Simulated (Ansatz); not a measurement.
Relaxed 32-atom cells of Cd(Se,Te) in the zinc blende type, of low symmetry and near-random order, with the end members in the same type and cell. The zinc blende type need not be the stable form of CdSe, so that mixing against the stable forms can cost more. Here −b is the interaction parameter Ω of a regular solution. Left out are ordered and sheared cells and those that changed their type; one cell stands for each fraction.

Calculation: PBE (plane waves to 420 eV, PAW; Ansatz, a first-principles code). No spin–orbit coupling; with elements this heavy it can move edges by tenths of an eV.

| cell | fraction of Te | mixing enthalpy (meV a mixed site) |
|---|---|---|
| CdSe | 0 | 0 |
| Cd4Se3Te | 0.2500 | withheld |
| Cd2SeTe | 0.5000 | 22 |
| Cd8Se3Te5 | 0.6250 | 19 |
| Cd4SeTe3 | 0.7500 | 15 |
| CdTe | 1 | 0 |

Problem. Fit y = y0 + (y1 − y0) x − b x (1 − x), with y0 and y1 the end rows to the rows shown by least squares, with x the second column and y the third, and predict the withheld row.

Solution. The fit gives b = -84, with a root-mean-square miss of 0.6 on the rows shown. At x = 0.2500 it predicts 16; the run gives 15, a miss of +1.
